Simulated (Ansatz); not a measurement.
MgO: energy against strain

MgO (rock salt, Fm-3m, 9.355 Å³/atom at rest) under an equal strain ε in the (111) plane with the normal axis free, as in a coherent film. PBEsol in Ansatz, a plane-wave DFT program (PAW, default set), 420 eV, 13×13×13 Γ-centred mesh, Fermi-Dirac smearing 0.05 eV; ions are relaxed within the symmetry of each cell.

Here s stands for strain and y for E less E0.

| strain (%) | E less E0 (meV/atom) |
|---|---|
| -2.50 | ? |
| -1.25 | 3.70 |
| -0.83 | 1.63 |
| -0.42 | 0.42 |
| 0.00 | 0.00 |
| 0.42 | 0.43 |
| 0.83 | 1.56 |
| 1.25 | 3.46 |

Taking a parabola for y over the 7 complete rows: Least squares gives y = 0.017 - 0.0729·s + 2.2826·s². Residuals (row less fit): 0.025, -0.020, -0.030, -0.017, 0.041, 0.031, -0.032; standard error 0.039 (degrees of freedom: 4). Twice the quadratic coefficient over the volume, 2 × 2.2826 meV × 10⁴ × 0.1602 / 9.355 Å³, is twice the biaxial elastic modulus of this plane = 782 ± 8 GPa.

Task: Predict the withheld y at s = -2.50 from the fit, and compare with the calculation.

Result: y = 0.017 - 0.0729 × (-2.50) + 2.2826 × (-2.50)² = 14.465 meV/atom. The calculation gives 15.14 meV/atom, 0.675 meV/atom above the prediction (4.5 % of the range of y in the table). The row lies outside the fitted rows, so this is an extrapolation. From the scatter of the fitted rows alone, a prediction at this place has a standard error of 0.147 meV/atom, so the miss is 4.6 times that.

One order more, fitted to all 13 runs of the series, follows each within 0.02, so the miss is the next term of a smooth law. Rows are the converged runs of the series near zero and its far end; series whose fitted rows scatter by over a few per cent of the range, as at a crossing or softening among them, aren't shown in this form. Most that stay on the fit to the last digits aren't either.
